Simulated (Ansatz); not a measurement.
## MgTe: biaxial strain −2.62 %, plane normal [001], relaxed out of plane

Take MgTe in the zinc blende structure (space group F-43m, No. 216; a = 6.4384 Å) as the base. Axes: x, y, z lie along the cube axes.

The change: biaxial strain −2.62 %, plane normal [001], relaxed out of plane (Cartesian); in-plane vectors clamped, the third vector and the atoms free.

The values are results of PBEsol/PAW in Ansatz (a quantum-chemistry and plane-wave program), no spin-orbit coupling, earlier PAW set, not measurements. k-mesh 9×9×9 (Γ-centred); smearing 0.05 eV (Fermi–Dirac).

```tsv
quantity	base	changed	shift
volume per atom	33.36 Å³	32.74 Å³	-0.62 Å³
space group	F-43m (No. 216)	I-4m2 (No. 119)	–
shortest interatomic distance	2.788 Å	2.773 Å	-0.015 Å
energy relative to the base (free energy F)	0 meV/atom	+5.1 meV/atom	+5.1 meV/atom
band gap	2.35 eV	2.34 eV	-0.003 eV
gap character	direct at Γ	direct at Γ	–
electron mass	0.16 mₑ (at Γ)	0.16 mₑ (at Γ)	–
valence-band top at Γ (three highest levels, from the VBM)	0.00, 0.00, 0.00 eV	0.00, 0.00, -0.19 eV	–
valley order (the lowest conduction-band minima on the path, energy above the VBM, named in the base's zone)	Γ 2.35 eV; X along ⟨100⟩ 2.71 eV; L along ⟨111⟩ 3.18 eV	Γ 2.34 eV; X along [010] 2.57 eV; X along [001] 2.74 eV; L along [111] 3.10 eV	–
out-of-plane strain	–	+3.49 %	–
ratio −ε⊥/ε∥	–	1.33	–
mean in-plane stress (compression positive)	–	+1.0 GPa	–
```

Final structure (turned so that z lies along the plane normal):

```yaml
crystal:
  lattice:
    - [4.43335, 0.00000, 0.00000]
    - [0.00000, 4.43335, 0.00000]
    - [2.21668, -2.21668, 3.33157]
  atoms:
    - { symbol: Mg, position: [0.00000, 0.00000, 0.00000] }
    - { symbol: Te, position: [0.75000, 0.75000, 0.50000] }
```

With Te present, leaving out spin-orbit coupling can change the band edges. Masses are band curvatures over ±0.01 Å⁻¹ around the edge. Stability against distortions was not tested. k-point labels follow each cell's own Brillouin zone.
